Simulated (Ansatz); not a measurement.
The starting structures come from a database of crystals and need not be the phases stable at ambient conditions.

Here is the system:

```yaml
crystal:
  lattice:
    - [7.15729, 0.00000, 0.00000]
    - [0.00000, 7.15729, 0.00000]
    - [0.00000, 0.00000, 4.67485]
  atoms:
    - { symbol: Y, position: [0.50000, 0.00000, 0.79354] }
    - { symbol: Y, position: [0.00000, 0.50000, 0.20646] }
    - { symbol: Ag, position: [0.00000, 0.00000, 0.00000] }
    - { symbol: Ag, position: [0.50000, 0.50000, 0.00000] }
    - { symbol: Te, position: [0.29864, 0.20136, 0.28132] }
    - { symbol: Te, position: [0.20136, 0.70136, 0.71868] }
    - { symbol: Te, position: [0.70136, 0.79864, 0.28132] }
    - { symbol: Te, position: [0.79864, 0.29864, 0.71868] }
```

The cell is taken as given.

Transport runs along the normal of the first two printed cell vectors, the (001) plane of the conventional cell.

No gap correction and no spin-orbit coupling; mid-gap is the computed energy nearest the middle.

Task: Predict the band gap and the smallest decay constant κ at mid-gap from r2SCAN (Ansatz, a first-principles code).

Result: Gap 1.16 eV on a 4×4×6 mesh; κ = 0.143 1/Å, at the zone centre.
